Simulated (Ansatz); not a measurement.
C11b WSi2, treated with LDA in Ansatz (PAW).

Numerical settings: plane-wave cutoff 500 eV, 18×18×18 k mesh, Fermi–Dirac smearing 0.05 eV, no spin polarisation, scalar-relativistic PAW data made under PBE.

Computed at the level's own relaxed cell.

Task: What does this level give for the volume per atom, lattice constant a and c axis length?

Result: 
- volume per atom = 13.14 Å³/atom
- lattice constant a = 3.185 Å
- c axis length = 7.772 Å

Measured, for comparison: lattice constant a 3.214 Å, lattice parameter c 7.831 Å (temperature not stated, no zero-point or thermal correction; as tabulated in Pavlosiuk et al. (2022), arXiv:2202.05362). Computed (rounded) less measured: lattice constant a -0.9 %, lattice parameter c -0.8 %. A static lattice is as a rule a little smaller and stiffer than an uncorrected measurement, which narrows the difference in the lattice constant a, lattice parameter c and would widen misses of the other sign.

Spin–orbit coupling is not included.

Computed values are for the static lattice.

Cost on a shared machine: about 2.1 core-minutes (a rough figure).

Ansatz is a first-principles code.
